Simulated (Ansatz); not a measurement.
The reference is ZrB2 (space group P6/mmm, No. 191; a = 3.155 Å, c = 3.506 Å).

Level of theory: Kohn–Sham DFT with the PBEsol functional, run in Ansatz (a program for electronic structure) with PAW and 420 eV plane waves, spin-orbit coupling left out.

One change was made to it. Results:

| quantity | base | after |
|---|---|---|
| c/a ratio | 1.111 | 1.108 |
| density | 6.20 g/cm³ | 6.54 g/cm³ |
| band gap | zero | zero |

Question: Name the change that was made.
A) pressure 30 GPa
B) pressure 15 GPa
C) pressure 0.9 GPa
D) pressure −1 GPa

Answer: B, pressure 15 GPa. For comparison, the density in the other runs: pressure −1 GPa gives 6.18 g/cm³; pressure 0.9 GPa gives 6.22 g/cm³; pressure 30 GPa gives 6.84 g/cm³.

Load acts through the strain it causes; cell and atoms are relaxed under it. Stability against distortions was not tested. Competing high-pressure phases were not computed. All final runs are without spin polarisation.
